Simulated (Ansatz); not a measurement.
## PdAsSe (P2₁3, No. 198, 12 atoms in the cell; start COD 9012263)

All values below come from PBEsol (Ansatz, a quantum-chemistry and plane-wave program, PAW).

Numerical settings: plane-wave cutoff 520 eV, 10×10×10 k mesh, Fermi–Dirac smearing 0.05 eV, scalar-relativistic PAW data made under PBE.

Cell (relaxed at this level):

PdAsSe has the cubic space group P2₁3 (No. 198), Pearson symbol cP12. Conventional cell: a = b = c = 6.077 Å, α = β = γ = 90.00°. Pd on 4a sees 3 As at 2.503 Å and 3 Se at 2.572 Å (octahedral). Se on 4a is coordinated by 1 As at 2.454 Å and 3 Pd at 2.572 Å (tetrahedral). As on 4a has 1 Se at 2.454 Å and 3 Pd at 2.503 Å (tetrahedral). (Neighbours: up to the widest gap in distance over summed covalent radii, below 1.35, at either atom; cation-cation and far metal-metal contacts left out.)

```yaml
bulk_modulus: 114 GPa
```

Note: the run has no spin polarisation, so it can have missed a magnetic state; the bulk modulus is −V dP/dV from two relaxed cells at ±2 % in volume; the relaxation could not lower the start's symmetry, so the cell can be a saddle point above a distorted one.

Computed values are for the static lattice.
